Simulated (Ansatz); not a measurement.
Band structure of MnSi (P2_13, 8 atoms in the cell).

```yaml
crystal:
  lattice:
    - [4.48425, 0.00000, 0.00000]
    - [0.00000, 4.48425, 0.00000]
    - [0.00000, 0.00000, 4.48425]
  atoms:
    - { symbol: Mn, position: [0.36354, 0.13646, 0.86354], spin: 4.0 }
    - { symbol: Mn, position: [0.13646, 0.86354, 0.36354], spin: 4.0 }
    - { symbol: Mn, position: [0.86354, 0.36354, 0.13646], spin: 4.0 }
    - { symbol: Mn, position: [0.63646, 0.63646, 0.63646], spin: 4.0 }
    - { symbol: Si, position: [0.65422, 0.84578, 0.15422] }
    - { symbol: Si, position: [0.84578, 0.15422, 0.65422] }
    - { symbol: Si, position: [0.15422, 0.65422, 0.84578] }
    - { symbol: Si, position: [0.34578, 0.34578, 0.34578] }
```
(The spins are starting values, not results.)

Method of the run: PBE, PAW files (plane waves; Ansatz, an electronic-structure program).

Settings: basis.ecutwfc = 420 eV; kpoints.mp_grid.grid = 5 5 5; hamiltonian.xc = pbe; hamiltonian.pseudopotentials = {kind: paw} (the program's default PAW files); magnetization.spin_polarized = true; scf.occupations.method = fermi_dirac; scf.occupations.width = 0.05 eV; kpoints.band_path.npoints = 8.

The starting cell comes from a database of computed structures (which also holds hypothetical and non-ambient phases and stackings), without a prior relaxation at this level. The moments shrank to a small part of their start, a low-spin state that need not be the lowest.

Levels in eV from the Fermi level, bands 37 to 44 of the first spin channel:
```
point     37     38     39     40    41    42    43    44
-----  -----  -----  -----  -----  ----  ----  ----  ----
Γ      -0.32  -0.32  -0.24  -0.24  0.87  0.87  0.87  3.15
X      -0.57  -0.57  -0.06  -0.06  0.38  0.38  1.94  1.94
M      -1.03  -1.03  -0.53  -0.53  0.85  0.85  1.42  1.42
R      -0.66  -0.66  -0.66  -0.66  0.70  0.70  0.70  0.70
```

Bands cross the Fermi level along this path, so the cell is metallic at this level.

The net moment of the cell came out as 3.74 μB.

Keys are those of Ansatz 0.2.
